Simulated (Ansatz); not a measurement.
Method: PBE (plane waves to 420 eV, PAW; Ansatz, a first-principles code).

Plane-averaged electrostatic potential energy along the normal, in eV from the Fermi level, for N on the 1x1 (111) surface of fcc Rh, one in a 2x1 cell, started at the site 'hollow Rh-Rh-Rh over Rh at depth 2.2 Å':

(z (Å), V (eV)): (5.49, 5.10); (5.78, 5.09); (6.07, 5.09); (6.36, 5.09); (6.64, 5.08); (6.93, 5.06); (7.22, 5.02); (7.51, 4.93); (7.80, 4.73); (8.09, 4.32); (8.38, 3.41); (8.67, 1.43); (8.96, -4.04); (9.24, -14.56); (9.53, -23.53); (9.82, -25.21); (10.11, -18.65); (10.40, -8.00); (10.69, -1.24); (10.98, -1.65); (11.27, -9.18); (11.56, -19.79); (11.84, -25.65); (12.13, -23.38); (12.42, -14.20); (12.71, -4.27); (13.00, -0.84); (13.29, -4.25); (13.58, -14.09); (13.87, -23.24); (14.16, -25.50); (14.44, -19.59); (14.73, -8.98); (15.02, -1.30); (15.31, -0.11); (15.60, -4.47); (15.89, -14.79); (16.18, -23.93); (16.47, -26.01); (16.76, -20.27); (17.04, -11.62); (17.33, -6.02); (17.62, -2.88); (17.91, 1.19); (18.20, 4.40); (18.49, 5.43); (18.78, 5.81); (19.07, 5.94); (19.36, 5.99); (19.64, 6.01); (19.93, 6.02); (20.22, 6.02); (20.51, 6.02); (20.80, 6.02); (21.09, 6.02); (21.38, 6.02); (21.67, 6.02); (21.96, 6.02)

Set-up: 9 atoms, 6.5 Å thick at the start under the adsorbate (thin: gaps and levels are the slab's own); mesh 6x12x1; 0.1 eV smearing; dipole correction on; 4 atoms held, the rest relaxed; start symmetry kept, larger cells not searched; no spin, no spin-orbit, no U, no dispersion correction. At the end it is bonded to 3 Rh. In PBE it is, or lies within 0.03 eV of, the lowest of the starts that converged.

Q: The surface cell has an area of 12.70 Å². What dipole along the normal does the step between the two vacuum levels imply?

A: the top vacuum level lies 0.93 eV above the bottom one; p = −ε₀ A ΔV (ε₀ = 0.005526 e/(V·Å)) gives -0.07 e·Å a cell.
